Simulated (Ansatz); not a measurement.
We consider rock-salt CsH, described by r²SCAN-D4 (Ansatz, a quantum-chemistry and plane-wave program, plane waves, PAW).

Settings: plane-wave cutoff 500 eV, 12×12×12 k mesh, gaussian smearing 0.02 eV, scalar-relativistic PAW data made under PBE.

Computed at the level's own relaxed cell.

Q: What does this level give for the volume per atom, lattice parameter a and band gap?

A: 
* **volume per atom**: 31.33 Å³/atom
* **lattice parameter a**: 6.305 Å
* **band gap**: 2.64 eV (on the SCF k mesh)

Spin–orbit coupling is not included.

Computed values are for the static lattice.

Cost on a shared machine: very roughly 30 core-seconds.
